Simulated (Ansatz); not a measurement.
## SnO, response to strain

Consider SnO (space group P4/nmm, No. 129; a = 3.837 Å, c = 4.759 Å; layered, stacked along the Cartesian z axis).

Strains are applied to the cell and any free atomic positions relax.

The values are results of Ansatz (an electronic-structure program) PBE-D3(BJ), scalar-relativistic without spin-orbit coupling, not measurements.

Notes on the quantities. energy relative to the base: free energy F.

```tsv
isotropic strain (%)	energy relative to the base (meV/atom)
-3	22.8
-2.4	14.4
-1.8	8.1
-1.2	3.6
-0.6	?
0	0.0
```

Q: Fit ΔE = Aε² + Bε³ (ε in %) to the rows shown and predict the withheld row.

A: Least squares on the printed values gives A = 2.43 and B = -0.033 meV/atom (largest residual 0.1 meV/atom); this predicts 0.9 meV/atom, and the run gives 0.9 meV/atom, in agreement.

No phonon test of stability was made. All final runs are without spin polarisation.
